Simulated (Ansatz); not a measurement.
The starting structures come from a database of crystals and need not be the phases stable at ambient conditions.

 Where the default PAW files enter, the runs use the earlier of Ansatz's two default sets.

**Evanescent states of LaCuSeO (P4/nmm, not sure to be the ambient phase, 8 atoms a cell, 18.3 Å³ an atom) along the normal of (110)**

Level of theory: r2SCAN (plane waves, PAW; Ansatz, a quantum-chemistry and plane-wave program).

No gap correction and no spin-orbit coupling; mid-gap values are interpolated between computed energies.

Energies count from the valence-band top; κ is the least over a 6×4 mesh across the current.

| E (eV) | κ (1/Å) | where |
|---|---|---|
| 0.05 | 0.076 | Γ |
| 0.15 | 0.125 | Γ |
| 0.25 | 0.152 | Γ |
| 0.35 | 0.171 | Γ |
| 0.45 | 0.184 | Γ |
| 0.55 | 0.193 | Γ |
| 0.65 | 0.199 | Γ |
| 0.75 | 0.202 | Γ |
| 0.85 | 0.204 | Γ |
| 0.95 | 0.204 | Γ |
| 1.05 | 0.202 | Γ |
| 1.15 | 0.198 | Γ |
| 1.25 | 0.193 | Γ |
| 1.35 | 0.185 | Γ |
| 1.45 | 0.176 | Γ |
| 1.55 | 0.165 | Γ |
| 1.65 | 0.150 | Γ |
| 1.75 | 0.117 | Γ |
| 1.85 | 0.059 | Γ |

**Question.** How thick must the barrier be to attenuate the transmission by 10^4 when the electrodes' Fermi level lies at 0.15 eV, and what attenuation does that film give at 1.45 eV?

**Answer.** d = 4 ln 10 / (2 × 0.125) = 36.8 Å. At 1.45 eV it gives 4 × 0.176/0.125 = 5.6 decades.
